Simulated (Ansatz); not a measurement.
System: Hg (R-3m, No. 166, 1 atom in the cell). Method: PBE in Ansatz (PAW).

Numerical settings: plane-wave cutoff 520 eV, 20×20×20 k mesh, Fermi–Dirac smearing 0.05 eV, scalar-relativistic PAW data made under PBE.

Response to compression and expansion:

Shape and atoms are relaxed at each volume.

| V (Å³/atom) | P (GPa) | c (Å) | a (Å) |
|---|---|---|---|
| 28.422 | 0.53 | 6.092 | 4.020 |
| 29.014 | 0.31 | 5.858 | 4.142 |
| 29.606 | 0.00 | 5.862 | 4.183 |
| 30.198 | -0.25 | 5.849 | 4.229 |
| 30.790 | -0.44 | 5.843 | 4.272 |

Note: the relaxation could not lower the start's symmetry, so the cell can be a saddle point above a distorted one; the bulk modulus comes from volumes at which shape and atoms were relaxed.

Ansatz is an electronic-structure program.
